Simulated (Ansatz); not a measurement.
# TiB2: biaxial strain +2.00 %, plane normal [001], relaxed out of plane

Consider TiB$_{2}$ (space group P6/mmm, No. 191; a = 3.032 Å, c = 3.224 Å; relaxed with 0.1 eV smearing). Axes: x lies along a and z along c of the hexagonal cell.

Perturbation: biaxial strain +2.00 %, plane normal [001], relaxed out of plane (Cartesian); in-plane vectors clamped, the third vector and the atoms free.

Method: PBE (Ansatz, a program for electronic structure; PAW; 420 eV plane waves; spin-orbit coupling left out). Γ-centred 22×22×18 mesh, Fermi–Dirac width 0.1 eV.

```json
[
 {"quantity": "volume per atom", "base": "8.56 Å³", "changed": "8.83 Å³", "shift": "+0.27 Å³"},
 {"quantity": "space group", "base": "P6/mmm (No. 191)", "changed": "P6/mmm (No. 191)", "shift": "–"},
 {"quantity": "shortest interatomic distance", "base": "1.751 Å", "changed": "1.786 Å", "shift": "+0.035 Å"},
 {"quantity": "pressure (mean of the normal stresses, compression positive)", "base": "0.0 GPa", "changed": "-8.3 GPa", "shift": "-8.3 GPa"},
 {"quantity": "band gap", "base": "zero", "changed": "zero", "shift": "–"},
 {"quantity": "out-of-plane strain", "base": "–", "changed": "-0.88 %", "shift": "–"},
 {"quantity": "mean in-plane stress (compression positive)", "base": "–", "changed": "-12.4 GPa", "shift": "–"}
]
```

No phonon test of stability was made. All final runs are without spin polarisation.
